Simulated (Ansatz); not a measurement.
A self-consistent single point of ZnS (P6_3mc, 20 atoms in the cell) with Ansatz (a first-principles code).

Computed with PBE, PAW files (plane waves; Ansatz).

```
CELL_PARAMETERS angstrom
      3.86100     0.00000     0.00000
     -1.93050     3.34373     0.00000
      0.00000     0.00000    31.58151
ATOMIC_POSITIONS crystal
  Zn 0.66667 0.33333 0.20000
  Zn 0.33333 0.66667 0.70000
  Zn 0.00000 0.00000 0.80000
  Zn 0.00000 0.00000 0.30000
  Zn 0.66667 0.33333 0.90000
  Zn 0.33333 0.66667 0.40000
  Zn 0.33333 0.66667 0.10010
  Zn 0.66667 0.33333 0.60010
  Zn 0.00000 0.00000 0.00010
  Zn 0.00000 0.00000 0.50010
  S  0.66667 0.33333 0.27490
  S  0.33333 0.66667 0.77490
  S  0.00000 0.00000 0.07500
  S  0.00000 0.00000 0.57500
  S  0.66667 0.33333 0.67500
  S  0.33333 0.66667 0.17500
  S  0.00000 0.00000 0.87490
  S  0.00000 0.00000 0.37490
  S  0.33333 0.66667 0.47510
  S  0.66667 0.33333 0.97510
```

Reference input (self-consistent single point, DFT, PBE, plane waves, PAW files): basis.ecutwfc = 30.9 Ry; kpoints.mp_grid.grid = 10 10 1; hamiltonian.xc = pbe; hamiltonian.pseudopotentials = {kind: paw} (the program's default PAW files); scf.occupations.method = fixed. This run's input differs from it in these lines:

Ansatz 0.2 input:
```diff
@@ -29,3 +29,3 @@
 kpoints:
-  mp_grid: { grid: [10, 10, 1] }
+  mp_grid: { grid: [4, 4, 1] }
 hamiltonian:
```

Output (repeated stretches shortened):

```
SCF iter   1: F=—  HF=-42228.089300 eV  |F-HF|=—  |Δ(HF+E_count)|=         —  Δρ=4.13e-2  dr2=4.20e0  ethr=3.10e-3  ⟨swp⟩=4.8  Hψ=1816  notcnv=0  defer=60
all-band conjugate gradients solve this SCF's bands
preconditioner: auto → Resta (q_TF=auto, 2.381 Å⁻¹)
SCF iter   2: F=—  HF=-42227.244267 eV  |F-HF|=—  |Δ(HF+E_count)|=   8.45e-1  Δρ=1.59e-2  dr2=8.83e-1  ethr=2.33e-3  ⟨swp⟩=2.0  Hψ=838  notcnv=0  defer=67
   [... lines left out ...]
SCF iter   7: F=—  HF=-42227.119932 eV  |F-HF|=—  |Δ(HF+E_count)|=   5.32e-4  Δρ=1.29e-4  dr2=3.11e-5  ethr=1.86e-7  ⟨swp⟩=2.0  Hψ=754  notcnv=0  defer=72
SCF iter   8: F=—  HF=-42227.120060 eV  |F-HF|=—  |Δ(HF+E_count)|=   1.29e-4  Δρ=8.11e-5  dr2=1.24e-5  ethr=1.73e-8  ⟨swp⟩=2.0  Hψ=749  notcnv=0  defer=58
SCF iter   9: F=—  HF=-42227.120059 eV  |F-HF|=—  |Δ(HF+E_count)|=   1.22e-6  Δρ=1.44e-5  dr2=5.83e-7  ethr=6.89e-9  ⟨swp⟩=2.0  Hψ=702  notcnv=0  defer=58
SCF iter  10: F=-42227.120060 eV  HF=-42227.120060 eV  |F-HF|=1.42e-7  |Δ(HF+E_count)|=   9.38e-7  Δρ=3.42e-6  dr2=6.32e-8  ethr=5.56e-11  ⟨swp⟩=20.8  Hψ=3403  notcnv=0
SCF 1 converged in 10 iterations: F = -42227.120060 eV  dr2 = 6.32e-8
Free energy (F): -42227.120060 eV
Internal energy: -42227.120060 eV  (E = F + TS)
E sigma→0 (E₀):  -42227.120060 eV
Fermi energy:    5.370507 eV
--- Forces (eV/Å), atoms counted from 1 ---
  atom   1  Zn    -0.00000000    -0.00000000     0.01105913
  atom   2  Zn     0.00000000     0.00000000     0.01105913
  atom   3  Zn    -0.00000000     0.00000000    -0.00045588
  atom   4  Zn    -0.00000000    -0.00000000    -0.00045588
  atom   5  Zn     0.00000000     0.00000000     0.02692037
  atom   6  Zn    -0.00000000    -0.00000000     0.02692037
  atom   7  Zn    -0.00000000    -0.00000000    -0.00051195
  atom   8  Zn     0.00000000     0.00000000    -0.00051195
  atom   9  Zn    -0.00000000    -0.00000000     0.01616775
   [... lines left out ...]
  atom  20  S      0.00000000     0.00000000    -0.02547924
--- Stress (GPa, compression-positive) ---
       -0.435848      -0.000000       0.000000
       -0.000000      -0.435848      -0.000000
        0.000000      -0.000000      -0.900800
  P = ⅓ Tr σ = -0.5908 GPa (-5.908 kbar)
  The stress holds the Pulay correction. Without it, at fixed plane waves, as pw.x and ABINIT print it: P = -0.6664 GPa
```

The run converged in 10 iterations. Against the reference run the free energy rises by 11.0 meV/atom, the pressure goes from -0.73 to -0.59 GPa, the largest force goes from 0.016 to 0.027 eV/Å and the gap on the mesh hardly changes (1.975 to 1.969 eV).

The starting cell comes from a database of computed structures (which also holds hypothetical and non-ambient phases and stackings), without a prior relaxation at this level. Its lattice was rescaled by a random factor within 2.5 % of one. Ansatz's pressure includes its estimate of the finite-basis (Pulay) stress.
